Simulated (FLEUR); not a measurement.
Band structure of Rb3Ba (Fm-3m, 4 atoms in the cell).

```yaml
crystal:
  lattice:
    - [0.00000, 5.46259, 5.46259]
    - [5.46259, 0.00000, 5.46259]
    - [5.46259, 5.46259, 0.00000]
  atoms:
    - { symbol: Rb, position: [0.25000, 0.25000, 0.25000] }
    - { symbol: Rb, position: [0.75000, 0.75000, 0.75000] }
    - { symbol: Rb, position: [0.50000, 0.50000, 0.50000] }
    - { symbol: Ba, position: [0.00000, 0.00000, 0.00000] }
```

Level of theory: PBEsol, all-electron FLAPW (FLEUR), scalar-relativistic valence in FLEUR.

Settings: Kmax = 3.8 1/bohr; GmaxXC = 15.2 1/bohr; xcFunctional = PBEs; jspins = 1; l_soc = F; mode = hist; fermiSmearingEnergy = 0.00183747 Htr; mesh (inpgen div1-3) = 4 4 4; inpgen gamma flag = true; Gmax = 15.2 1/bohr; numbands = 0; maxIterBroyd = 15; imix = Anderson; alpha = 0.05.

The starting cell comes from a database of computed structures (which also holds hypothetical and non-ambient phases and stackings), without a prior relaxation at this level. Its lattice was rescaled by a random factor within 2.5 % of one. Values depend on the basis (sphere radii, cutoffs, local orbitals), which need not be converged.

Levels in eV from the Fermi level, bands 15 to 22:
```
point      15      16     17     18     19     20    21    22
-----  ------  ------  -----  -----  -----  -----  ----  ----
Γ      -12.53  -12.53  -2.24   0.47   0.47   0.54  0.54  0.54
X      -12.53  -12.53  -0.90  -0.61  -0.19  -0.13  0.83  0.83
W      -12.54  -12.53  -0.73  -0.41  -0.41  -0.41  0.79  0.97
K      -12.54  -12.53  -0.83  -0.54  -0.49   0.02  0.66  0.96
L      -12.53  -12.53  -1.25  -0.91   0.46   0.46  0.61  0.97
U      -12.54  -12.53  -0.83  -0.54  -0.49   0.02  0.66  0.96
```
